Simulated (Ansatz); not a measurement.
Tunnelling through a barrier is set by its complex band structure: the current falls as exp(−2κd) with the smallest κ.

```
CELL_PARAMETERS angstrom
      3.42786     0.00000     0.00000
     -1.71393     2.96862     0.00000
      1.71393     0.98954     8.88768
ATOMIC_POSITIONS crystal
  Zn 0.56324 0.78162 0.65514
  In 0.99446 0.99723 0.00831
  Ga 0.42593 0.21296 0.36111
  O  0.40972 0.70486 0.88542
  O  0.57729 0.28864 0.13407
  O  0.75656 0.87828 0.36516
  O  0.27281 0.13640 0.59079
```

Space group of this cell: R3m. The cell is strained (all lengths scaled by 1.02); by r2SCAN its mean pressure is -15.0 GPa.

Transport runs along the normal of the first two printed cell vectors, the (001) plane of the conventional cell.

The gap is the functional's own. No spin-orbit coupling. Mid-gap values are interpolated on the energy grid.

Q: Give the band gap and the smallest decay constant κ at mid-gap that r2SCAN run with Ansatz (a first-principles code) yields.

A: Gap 1.28 eV on a 10×10×10 mesh; κ = 0.139 1/Å, at the zone centre.
